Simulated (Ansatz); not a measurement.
**Bi₂Te₃ (model structure, started from the A-La2O3 type, P-3m1, No. 164, 5 atoms in the cell): formation enthalpy by level of theory**

No measured value is used here.

```
level (code)         value (eV/atom)
-------------------  ---------------
PBE (Ansatz)                  -0.239
PBEsol (Ansatz)               -0.213
PBE-D3(BJ) (Ansatz)           -0.220
```

Density-functional levels without +SOC have no spin–orbit coupling, which shifts binding energies of heavy elements. Each level is taken at its own relaxed cell. Ansatz's density-functional and Hartree–Fock values are scalar-relativistic unless marked +SOC, with PAW data made under PBE.

A model structure was made by putting elements into a prototype or built by hand; it is no filed structure, need not be a known phase, and can be a saddle point held by its symmetry.

Ansatz is an electronic-structure program.
